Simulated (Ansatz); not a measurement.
A computed series for ZnAu: response to strain

Take ZnAu in the CsCl type structure (space group Pm-3m, No. 221; relaxed with 0.1 eV smearing) as the base.

Space group Pm-3m (No. 221); a = b = c = 3.187 Å, α = β = γ = 90.00°

| atom | site | symmetry | x | y | z |
|---|---|---|---|---|---|
| Zn | 1b | m-3m | 0.5000 | 0.5000 | 0.5000 |
| Au | 1a | m-3m | 0.0000 | 0.0000 | 0.0000 |

Strains are applied to the cell and any free atomic positions relax.

Computed with plane-wave PAW DFT at the PBE level (Ansatz, a quantum-chemistry and plane-wave program, 420 eV), scalar-relativistic without spin-orbit coupling.

| isotropic strain (%) | pressure (GPa) |
|---|---|
| -3 | 13.7 |
| -2.5 | 10.9 |
| -2 | ? |
| -1 | 3.8 |
| 0 | 0.0 |
| 0.5 | -1.7 |
| 1 | -3.2 |
| 1.5 | -4.6 |
| 3 | -8.1 |

**Question.** Fit P = P₀ − Bδ + Cδ² with δ = (1 + ε)³ − 1 to the rows shown and predict the withheld row.

**Answer.** Least squares on the printed values gives P₀ = 0.0 GPa, B = 122 GPa, C = 379 GPa (largest residual 0.2 GPa); this predicts 8.5 GPa, and the run gives 8.4 GPa, in agreement.

Stability against distortions was not tested.
